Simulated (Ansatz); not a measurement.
## A computed series for YN: thickness series

The parent structure is YN in the rock salt structure (space group Fm-3m, No. 225).

```xyz
2
Lattice="0.0000 2.4478 2.4478 2.4478 0.0000 2.4478 2.4478 2.4478 0.0000" Properties=species:S:1:pos:R:3 pbc="T T T"
N      0.0000     0.0000     0.0000
Y      2.4478     2.4478     2.4478
```

Cartesian axes are those of the cell as printed.

Free-standing slabs (2 atom(s) a layer) normal to the z axis with 15 Å of vacuum; in-plane cell held at bulk.

Level of theory: r2SCAN (Ansatz, a first-principles code), no spin-orbit coupling.

Notes on the quantities. excess energy per area of both faces: slab less bulk energy over the cell's area: twice a surface energy.

```json
[
 {"case": "base", "band gap": "0.58 eV", "excess energy per area of both faces": "–", "thickness between the outermost nuclei": "–"},
 {"case": "1 layer", "band gap": "0.63 eV", "excess energy per area of both faces": "–", "thickness between the outermost nuclei": "–"},
 {"case": "2 layers", "band gap": "1.05 eV", "excess energy per area of both faces": "2.18 J/m²", "thickness between the outermost nuclei": "2.33 Å"},
 {"case": "3 layers", "band gap": "0.75 eV", "excess energy per area of both faces": "2.31 J/m²", "thickness between the outermost nuclei": "4.77 Å"},
 {"case": "4 layers", "band gap": "0.67 eV", "excess energy per area of both faces": "2.26 J/m²", "thickness between the outermost nuclei": "7.22 Å"},
 {"case": "5 layers", "band gap": "0.61 eV", "excess energy per area of both faces": "2.27 J/m²", "thickness between the outermost nuclei": "9.67 Å"},
 {"case": "6 layers", "band gap": "0.59 eV", "excess energy per area of both faces": "2.26 J/m²", "thickness between the outermost nuclei": "12.12 Å"},
 {"case": "7 layers", "band gap": "0.57 eV", "excess energy per area of both faces": "2.26 J/m²", "thickness between the outermost nuclei": "14.56 Å"}
]
```

The excess energy carries the mismatch between the slab's and the bulk's meshes. Whether these cells are dynamically stable was not tested.
